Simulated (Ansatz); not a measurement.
**How far to go with the k-point mesh: ZnSnSb2 (Pmm2, 4 atoms in the cell)**

```
CELL_PARAMETERS angstrom
      4.49910     0.00000     0.00000
      0.00000     4.49910     0.00000
      0.00000     0.00000     6.29437
ATOMIC_POSITIONS crystal
  Zn 0.00000 0.00000 0.00794
  Sn 0.50000 0.50000 0.50000
  Sb 0.00000 0.50000 0.22240
  Sb 0.50000 0.00000 0.77760
```

Method: LDA (PW92), default PAW files made with PBE (plane waves; Ansatz, a quantum-chemistry and plane-wave program).

Base settings: basis.ecutwfc = 420 eV; kpoints.mp_grid.grid = 7 7 5; hamiltonian.xc = lda; hamiltonian.pseudopotentials = {kind: paw} (the program's default PAW files); scf.occupations.method = fermi_dirac; scf.occupations.width = 0.1 eV.

Only quantities that move along the ladder and can be compared are tabulated.

The count of work is k-points × plane waves × bands × iterations; it is no time. Core times come from one kind of shared machine, to one figure; runs under 30 s give none.

The starting cell comes from a database of computed structures (which also holds hypothetical and non-ambient phases and stackings), without a prior relaxation at this level. Its lattice was rescaled by up to half a per cent. One atom was moved a little off its site on purpose. Ansatz's pressure includes its estimate of the finite-basis (Pulay) stress. The run gives no clean gap (levels at the Fermi energy touch, overlap or are partly filled at this smearing), which alone does not show that the compound is a metal.

Steps (kpoints.mp_grid.grid): 1 1 1; 2 2 1; 2 2 2; 3 3 2; 3 3 3; 5 5 4; 6 6 5; 7 7 5; 9 9 6; 13 13 9.

Question: What is the coarsest kpoints.mp_grid.grid that holds the free energy within 2 meV/atom of the last step, with all finer ones?

Answer: 7 7 5, at 0.20 of the last step's count of work; the step before is off by 3.0 meV/atom.

Question: What is the coarsest kpoints.mp_grid.grid that holds the pressure within 0.1 GPa of the last step, with all finer ones?

Answer: 5 5 4, at 0.11 of the last step's count of work; the step before is off by 0.64 GPa.

Question: What is the coarsest kpoints.mp_grid.grid that holds the forces within 0.01 eV/Å of the last step, with all finer ones?

Answer: 6 6 5, at 0.20 of the last step's count of work and about 0.4 of the last step's time; the step before is off by 0.020 eV/Å.

```csv
kpoints.mp_grid.grid,free energy less the last step's (meV/atom),pressure (GPa),largest difference of a force vector from the last step's (eV/Å),count of work / last,core time / last (rough)
1 1 1,2830.47,21.82,1.541,0.0073,–
2 2 1,334.95,1.30,0.466,0.015,–
2 2 2,333.21,0.71,0.093,0.025,–
3 3 2,61.16,-1.86,0.049,0.033,–
3 3 3,85.46,-1.92,0.050,0.025,–
5 5 4,7.72,-2.48,0.020,0.11,–
6 6 5,3.00,-2.52,0.008,0.20,0.4
7 7 5,1.09,-2.53,0.008,0.20,–
9 9 6,0.17,-2.56,0.002,0.41,0.6
13 13 9,0.00,-2.56,0.000,1.0,1
```

Two neighbours can agree and both be off: 3 3 2 and 3 3 3 differ by 0.07 GPa in the pressure, yet lie about 0.64 GPa from the last step.

Keys are those of Ansatz 0.2.
